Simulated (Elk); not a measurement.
# A self-consistent single point of CuAu (P4/mmm, 2 atoms in the cell) with Elk

Method: Elk 10.2.4 with PBE, all-electron FP-LAPW, Elk's shipped species files, APW+lo basis with extra local orbitals.

Input as run:

```
tasks
  0

xctype
  20

rgkmax
  8.0

gmaxvr
  14.0

nxlo
  2

lorbcnd
  .true.

rmtscf
  0.89

lmaxi
  2

stype
  0

swidth
  0.00999582

maxscl
  100

scale
  5.291233149

avec
    1.0000000000    0.0000000000    0.0000000000
    0.0000000000    1.0000000000    0.0000000000
    0.0000000000    0.0000000000    1.3107142857

sppath
  'species/'

atoms
  2
  'Cu.in'
  1
  0.0000000000  0.0000000000  0.0000000000    0.0 0.0 0.0
  'Au.in'
  1
  0.5000000000  0.5000000000  0.5000000000    0.0 0.0 0.0

ngridk
  12 12 10
```

Output (repeated stretches shortened):

```
│ Elk code version 10.2.4 │

All units are atomic (Hartree, Bohr, etc.)

│ Ground-state run starting from atomic densities │

Lattice vectors :
   5.291233149       0.000000000       0.000000000
   0.000000000       5.291233149       0.000000000
   0.000000000       0.000000000       6.935294877

Unit cell volume      :    194.1684787
Brillouin zone volume :    1.277499906

Muffin-tin inner radius fraction :   0.1000000000E-01

Nuclei treated as point charges

Species :    1 (Cu)
 parameters loaded from : Cu.in
 name : copper
 nuclear charge    :   -29.00000000
 electronic charge :    29.00000000
 atomic mass :    115837.2717
 muffin-tin radius :    2.136000000
 number of radial points in muffin-tin :    497
 atomic positions (lattice), magnetic fields (Cartesian) :
   1 :   0.00000000  0.00000000  0.00000000    0.00000000  0.00000000  0.00000000

Species :    2 (Au)
 parameters loaded from : Au.in
 name : gold
 nuclear charge    :   -79.00000000
 electronic charge :    79.00000000
 atomic mass :    359048.0559
 muffin-tin radius :    2.492000000
 number of radial points in muffin-tin :    697
 atomic positions (lattice), magnetic fields (Cartesian) :
   1 :   0.50000000  0.50000000  0.50000000    0.00000000  0.00000000  0.00000000

Total number of atoms per unit cell :    2

Spin treatment :
 spin-unpolarised

Number of Bravais lattice symmetries :   16
Number of crystal symmetries         :   16
Crystal has inversion symmetry
Real symmetric eigensolver will be used

k-point grid :     12    12    10
k-point offset :    0.000000000       0.000000000       0.000000000
k-point set is reduced with full crystal symmetry group
Total number of k-points :      168

Muffin-tin radius times maximum |G+k| :    8.000000000
 using average radius
Maximum |G+k| for APW functions       :    3.457216940
Maximum (1/2)|G+k|²                   :    5.976174486
Maximum |G| for potential and density :    14.00000000
 potential will be trimmed for |G| > 2 gkmax
Constant for pseudocharge density :    9
Radial integration step length :    4

G-vector grid sizes :     24    24    32
Number of G-vectors :     9011

Maximum angular momentum used for
 APW functions                      :    8
 outer part of muffin-tin           :    6
 inner part of muffin-tin           :    2

Total nuclear charge    :   -108.0000000
Total core charge       :    60.00000000
Total valence charge    :    48.00000000
Total excess charge     :    0.000000000
Total electronic charge :    108.0000000

Effective Wigner radius, rₛ :   0.7543197077

Number of empty states         :    8
Total number of valence states :   32
Total number of core states    :   60

Conduction state local-orbitals added automatically
Total number of local-orbitals :  182

Exchange-correlation functional :     20     0     0
 Perdew-Burke-Ernzerhof, Phys. Rev. Lett. 77, 3865 (1996)
 gradient requirement :    1
 generalised gradient approximation (GGA)

Smearing type :    0
 Gaussian
Smearing width :   0.9995820000E-02
Effective electronic temperature (K) :    3156.430308

Mixing type :    3
 Broyden mixing, J. Phys. A: Math. Gen. 17, L317 (1984)

Kohn-Sham potential initialised from atomic data

│ Self-consistent loop started │
│ Loop number : 1 │
 total energy                :     -20688.5548067
│ Loop number : 2 │
 total energy                :     -20689.3375668
RMS change in Kohn-Sham potential (target) :   0.2921152207     (  0.1000000000E-05)
Absolute change in total energy (target)   :   0.7827600548     (  0.1000000000E-03)
│ Loop number : 3 │
 total energy                :     -20690.3896819
RMS change in Kohn-Sham potential (target) :   0.2871308634     (  0.1000000000E-05)
Absolute change in total energy (target)   :    1.247805089     (  0.1000000000E-03)
│ Loop number : 4 │
 total energy                :     -20692.0174971
RMS change in Kohn-Sham potential (target) :   0.2507415913     (  0.1000000000E-05)
Absolute change in total energy (target)   :    1.939766473     (  0.1000000000E-03)
│ Loop number : 5 │
 total energy                :     -20693.7605590
RMS change in Kohn-Sham potential (target) :   0.2140226131     (  0.1000000000E-05)
Absolute change in total energy (target)   :    2.228003549     (  0.1000000000E-03)
│ Loop number : 6 │
 total energy                :     -20698.7293614
RMS change in Kohn-Sham potential (target) :   0.1025398422     (  0.1000000000E-05)
Absolute change in total energy (target)   :    5.525803244     (  0.1000000000E-03)
│ Loop number : 7 │
 total energy                :     -20703.1287033
RMS change in Kohn-Sham potential (target) :   0.1103462615E-01 (  0.1000000000E-05)
Absolute change in total energy (target)   :    5.780792724     (  0.1000000000E-03)
│ Loop number : 8 │
 total energy                :     -20703.1212815
RMS change in Kohn-Sham potential (target) :   0.2829578507E-02 (  0.1000000000E-05)
Absolute change in total energy (target)   :    1.437776448     (  0.1000000000E-03)
│ Loop number : 9 │
 total energy                :     -20703.1442890
RMS change in Kohn-Sham potential (target) :   0.4595031734E-03 (  0.1000000000E-05)
Absolute change in total energy (target)   :   0.3824516121     (  0.1000000000E-03)
│ Loop number : 10 │
 total energy                :     -20703.1578886
RMS change in Kohn-Sham potential (target) :   0.1364533781E-03 (  0.1000000000E-05)
Absolute change in total energy (target)   :   0.1092124433     (  0.1000000000E-03)
│ Loop number : 11 │
 total energy                :     -20703.1555532
RMS change in Kohn-Sham potential (target) :   0.1121278809E-03 (  0.1000000000E-05)
Absolute change in total energy (target)   :   0.2496767822E-01 (  0.1000000000E-03)
│ Loop number : 12 │
 total energy                :     -20703.1427584
RMS change in Kohn-Sham potential (target) :   0.5417749206E-04 (  0.1000000000E-05)
Absolute change in total energy (target)   :   0.6552817042E-02 (  0.1000000000E-03)
│ Loop number : 13 │
 total energy                :     -20703.1428005
RMS change in Kohn-Sham potential (target) :   0.1786016982E-04 (  0.1000000000E-05)
Absolute change in total energy (target)   :   0.1596166996E-02 (  0.1000000000E-03)
│ Loop number : 14 │
 total energy                :     -20703.1402412
RMS change in Kohn-Sham potential (target) :   0.1264630157E-05 (  0.1000000000E-05)
Absolute change in total energy (target)   :   0.2958331926E-02 (  0.1000000000E-03)
│ Loop number : 15 │
 total energy                :     -20703.1400520
RMS change in Kohn-Sham potential (target) :   0.5781489447E-06 (  0.1000000000E-05)
Absolute change in total energy (target)   :   0.9287657158E-03 (  0.1000000000E-03)
│ Loop number : 16 │
 total energy                :     -20703.1400005
RMS change in Kohn-Sham potential (target) :   0.4444243273E-06 (  0.1000000000E-05)
Absolute change in total energy (target)   :   0.2836895073E-03 (  0.1000000000E-03)
│ Loop number : 17 │
 total energy                :     -20703.1399897
RMS change in Kohn-Sham potential (target) :   0.1946457361E-06 (  0.1000000000E-05)
Absolute change in total energy (target)   :   0.8169155626E-04 (  0.1000000000E-03)
Convergence targets achieved

│ Loop number : 18 │

Energies :
 Fermi                       :     0.346789626324
 sum of eigenvalues          :     -12659.0500270
 electron kinetic            :      23570.8959227
 core electron kinetic       :      22502.5420624
 Coulomb                     :     -43840.6741030
 Coulomb potential           :     -35663.5861942
 nuclear-nuclear             :     -1642.36070754
 electron-nuclear            :     -48733.0405967
 Hartree                     :      6534.72720123
 Madelung                    :     -26008.8810059
 xc potential                :     -566.359755439
 exchange                    :     -427.139453703
 correlation                 :     -6.22234702173
 total energy                :     -20703.1399811

Density of states at Fermi energy :    15.75647488
 (states/Hartree/unit cell)

Estimated indirect band gap :   0.2638919790E-02
 from k-point    118 to k-point     18
Estimated direct band gap   :   0.1532809614E-01
 at k-point     50

Charges :
 core                        :    60.00000000
 valence                     :    48.00000000
 interstitial                :    2.888532000
 muffin-tins (core leakage)
  species :    1 (Cu)
   atom    1                 :    27.62953722     (  0.7054878854E-03)
  species :    2 (Au)
   atom    1                 :    77.48193078     (  0.5186664910E-03)
 total in muffin-tins        :    105.1114680
 total calculated charge     :    107.9922222
 total charge                :    108.0000000
 error                       :   0.7777837083E-02

│ Self-consistent loop stopped │
```

The run converged in 18 iterations. The count includes the last loop, which Elk runs after its targets are met.

The starting cell has typed, rounded lattice constants, without a prior relaxation at this level. Spin-orbit coupling is off. Spin polarisation is off. Values depend on the basis (sphere radii, cutoffs, local orbitals), which need not be converged. The log's line on a gap gives a spacing of levels on this mesh, which the program prints for metals too.

Cost on one core of a shared machine: roughly 50 s.
